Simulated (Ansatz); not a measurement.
The parent structure is HfO₂ in the fluorite structure (space group Fm-3m, No. 225; a = 5.0438 Å).

All numbers come from PBEsol (Ansatz, a quantum-chemistry and plane-wave program, PAW, no SOC).

Base values:

The volume per atom comes out as 10.69 Å³ and the electron mass comes out as 1.1 mₑ along k, 0.70 mₑ across (at X).

The change: a hydrostatic pressure of 9 GPa.

Q: Predict the new volume per atom.

A: The volume per atom decreases by 0.33 Å³ (10.69 Å³ → 10.36 Å³).

Q: Predict the new electron mass.

A: The electron mass changes from 1.1 mₑ along k, 0.70 mₑ across (at X) to 1.1 mₑ along k, 0.69 mₑ across (at X).

With Hf present, leaving out spin-orbit coupling can change the band edges. The levels and masses belong to the bands next to the band gap. Load acts through the strain it causes; cell and atoms are relaxed under it. Effective masses come from finite differences of ±0.01 Å⁻¹. Along k means along the line from Γ to the band edge. Stability against distortions was not tested. No other phases were tried under pressure. This is not the structure that HfO2 has at room temperature and ambient pressure.
